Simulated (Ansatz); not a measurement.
## Habitual settings against a tight run: Cs3TlCl6 (Fm-3m, 10 atoms in the cell)

Self-consistent single point.

```
Cs3TlCl6
1.0
    0.00000     5.85395     5.85395
    5.85395     0.00000     5.85395
    5.85395     5.85395     0.00000
Cs Tl Cl
3 1 6
Direct
  0.75000   0.75000   0.75000
  0.25000   0.25000   0.25000
  0.50000   0.50000   0.50000
  0.00000   0.00000   0.00000
  0.77682   0.22318   0.22318
  0.22318   0.77682   0.77682
  0.22318   0.77682   0.22318
  0.77682   0.22318   0.77682
  0.22318   0.22318   0.77682
  0.77682   0.77682   0.22318
```

Computed with PBEsol, default PAW files made with PBE (plane waves; Ansatz, a first-principles code).

Base settings: basis.ecutwfc = 420 eV; kpoints.mp_grid.grid = 4 4 4; hamiltonian.xc = pbesol; hamiltonian.pseudopotentials = {kind: paw} (the program's default PAW files); scf.occupations.method = fixed.

Tight run (finer mesh or higher cutoff; not a proven limit): basis.ecutwfc: 420 eV → 590 eV; kpoints.mp_grid.grid: 4 4 4 → 6 6 6; scf.convergence.dr2_threshold: default (1e-07 eV) → 1e-09 eV. It gave top of the valence band (on the code's own zero) 0.87 eV; gap on the k-point mesh 2.52 eV; pressure -0.87 GPa; largest force (vector length) 0.098 eV/Å.

Quick runs, as changes from the base:
- A: the base itself
- B: basis.ecutwfc: 420 eV → 250 eV; kpoints.mp_grid.grid: 4 4 4 → 1 1 1; scf.occupations.method: fixed → cold; scf.occupations.width: default → 0.272 eV
- C: basis.ecutwfc: 420 eV → 210 eV; scf.occupations.method: fixed → cold; scf.occupations.width: default → 0.5 eV; width narrowed by the program to 0.3100 eV

Gaps are read on each run's own mesh, which may miss the band edges.

The count of work is k-points × plane waves × bands × iterations; it is no time. 

Pressures in the table are Ansatz's without its Pulay estimate, at a fixed set of plane waves; the tight run's value above holds the estimate.

The starting cell comes from a database of computed structures (which also holds hypothetical and non-ambient phases and stackings), without a prior relaxation at this level. Its lattice was rescaled by a random factor within 2.5 % of one. Spin-orbit coupling is off.

| run | energy less tight (meV/atom) | pressure less tight (GPa) | largest miss in a force vector (eV/Å) | gap on the mesh less tight (eV) | count of work / tight |
|---|---|---|---|---|---|
| A | 0.3 | 0.00 | 0.000 | 0.000 | 0.22 |
| B | 236.2 | -2.04 | 0.025 | -0.052 | 0.017 |
| C | 559.7 | -10.54 | 0.069 | -0.112 | 0.13 |

Among the runs at the tight run's level, the energy misses run from 0.3 to 559.7 meV/atom.

Left out of this page: 2 runs of the series with a known weakness of the program; 1 run of the series outside the window shown, repeating another row's setting, or not comparable.

Keys are those of Ansatz 0.2.
